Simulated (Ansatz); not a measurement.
The cell is made up: elements placed on another compound's structure type, so the phase may be hypothetical.

By PBEsol, the system below comes out a metal.

Without scattering a metal conducts by its projected Fermi surface.

```xyz
5
Lattice="4.1548 0.0000 0.0000 0.0000 5.8757 0.0000 0.0000 2.9379 2.9379" Properties=species:S:1:pos:R:3 pbc="T T T"
Ga     0.0000     0.0000     0.0000
Pt     2.0774     1.4689     1.4689
Pt     2.0774     4.4068     1.4689
Pt     0.0000     2.9379     0.0000
C      2.0774     2.9379     0.0000
```

Space group of this cell: Pm-3m, anti-perovskite. The cell was relaxed by PBE-D3(BJ); by PBEsol its mean pressure is -1.7 GPa.

The current flows along the normal of the first two printed cell vectors. No spin-orbit coupling; the value is a mean over 0.1 eV about the Fermi level.

Compute, with PBEsol run with Ansatz (a program for electronic structure), the ballistic conductance per area.

0.71 × 10¹⁵ S/m² for both spins.
